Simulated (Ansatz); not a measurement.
We consider NbP (I4₁md, No. 109, 4 atoms in the cell; start mp-9339), described by LDA (PAW; Ansatz, an electronic-structure program).

Numerical settings: plane-wave cutoff 520 eV, 24×24×24 k mesh, Fermi–Dirac smearing 0.05 eV, no spin polarisation, scalar-relativistic PAW data made under PBE.

Cell (relaxed at this level):

```cif
data_Nb2P2
_chemical_formula_sum 'Nb2 P2'
_space_group_name_H-M_alt 'P 1'
_space_group_IT_number 1
_cell_length_a 6.08042
_cell_length_b 6.08042
_cell_length_c 6.08042
_cell_angle_alpha 148.473
_cell_angle_beta 148.473
_cell_angle_gamma 45.188
loop_
_space_group_symop_operation_xyz
  'x, y, z'
loop_
_atom_site_label
_atom_site_type_symbol
_atom_site_fract_x
_atom_site_fract_y
_atom_site_fract_z
_atom_site_occupancy
Nb1 Nb 0.75021 0.75021 0.00000 1
Nb2 Nb 0.50021 0.00021 0.50000 1
P1 P 0.33242 0.33242 0.00000 1
P2 P 0.08242 0.58242 0.50000 1
```

Problem. What does this level give for the bulk modulus B0?

Solution. 
- bulk modulus B0 = 209 GPa

The run finds no gap.

Note: the bulk modulus is −V dP/dV from two relaxed cells at ±2 % in volume; the relaxation could not lower the start's symmetry, so the cell can be a saddle point above a distorted one.

The computed numbers hold no vibrational or temperature effects.

Computing time: very roughly 23 core-minutes.

A start named mp-… is a Materials Project structure, which need not be a measured phase.
